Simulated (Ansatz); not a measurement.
# A computed series for MoS2: pressure series

Start from MoS₂ in the 3R-MoS2 type structure (space group R3m, No. 160; a = 3.175 Å, c = 18.586 Å (hexagonal axes); layered, stacked along the Cartesian z axis).

Cell and atoms are relaxed at each pressure.

The values are results of Ansatz (a first-principles code), r2SCAN+rVV10, PAW, cutoff 500 eV, without spin-orbit coupling, earlier PAW set, not measurements.

Candidates:
(a) pressure 15 GPa
(b) pressure 100 GPa
(c) pressure 30 GPa

Before the change:

- c/a ratio: 5.853

**Question.** Order them by c/a ratio, lowest first.

**Answer.** (b) pressure 100 GPa (5.293), (c) pressure 30 GPa (5.301), (a) pressure 15 GPa (5.400)

A case with no gap was solved on a k-mesh chosen for an insulator, which is coarse for it. Load acts through the strain it causes; cell and atoms are relaxed under it. No phonon test of stability was made. Competing high-pressure phases were not computed. All final runs are without spin polarisation.
